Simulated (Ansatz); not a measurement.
Defect migration in bcc W: In-vacancy pair (In on one host W site, one W site vacant), neutral cell. These are PBE, PAW (plane waves to 420 eV; Ansatz, an electronic-structure program) values and carry that method's errors.

Settings: 36 host sites, the relaxed PBE lattice, a 2×2×3 k-point mesh shifted by half a step, smearing 0.10 eV, spin-restricted, no image-charge correction. No zero-point or tunnelling terms. Spin-orbit coupling is left out. Forms of the defect that were not tried may lie lower.

Barriers: single points on a 3×3×5 k-point mesh shifted by half a step at the bands' geometries.

Relaxed starting cell (atoms counted from 1):

```xyz
35
Lattice="9.5529 0.0000 0.0000 0.0000 9.5529 0.0000 0.0000 0.0000 6.3686" Properties=species:S:1:pos:R:3 pbc="T T T"
In     0.1833     0.1914     0.1946
W     -0.0113    -0.0031     3.2108
W     -0.0064     3.1852     0.0179
W      0.0063     3.1687     3.1540
W     -0.0039     6.3886     0.0051
W     -0.0060     6.3587     3.1979
W      3.1770     0.0019     0.0179
W      3.1605     0.0145     3.1541
W      3.1523     3.1606     0.0249
W      3.1706     3.1789     3.1598
W      3.1798     6.3538     0.0040
W      3.1857     6.3580     3.2000
W      6.3806     0.0044     0.0051
W      6.3506     0.0022     3.1979
W      6.3455     3.1881     0.0039
W      6.3497     3.1940     3.2000
W      6.3604     6.3687     0.0163
W      6.3622     6.3705     3.1972
W      1.6297     1.6381     4.6899
W      1.5839     4.7453     1.5954
W      1.5848     4.7643     4.7791
W      1.6402     7.8955     1.6427
W      1.6085     7.9504     4.7844
W      4.7370     1.5923     1.5953
W      4.7561     1.5932     4.7791
W      4.7680     4.7764     1.5948
W      4.7590     4.7674     4.7919
W      4.7789     7.9622     1.6039
W      4.7602     7.9768     4.7924
W      7.8872     1.6485     1.6425
W      7.9424     1.6168     4.7847
W      7.9537     4.7872     1.6038
W      7.9683     4.7685     4.7924
W      7.9500     7.9583     1.6172
W      7.9625     7.9706     4.7852
```

End state 1 differs by these moves (Å; atoms that move under 0.08 Å are left out):

```
atom  element     Δx     Δy     Δz
----  -------  -----  -----  -----
1          In   1.21   1.21   1.22
2           W  -0.04  -0.04   0.08
3           W  -0.06   0.06  -0.05
7           W   0.06  -0.06  -0.05
19          W  -0.04  -0.04   0.08
22          W  -0.06   0.06  -0.05
30          W   0.06  -0.06  -0.05
```

Problem. What forward and backward barriers to end state 1 does PBE, PAW give?

Solution. forward 0.41 eV, backward 0.41 eV; at the saddle point atom 1 has neighbours 4 W at 2.73, 2 W at 2.75, 6 W at 3.43 Å. The saddle point's order was not checked, and it lies on a symmetry element of the cell, where a band can be held.
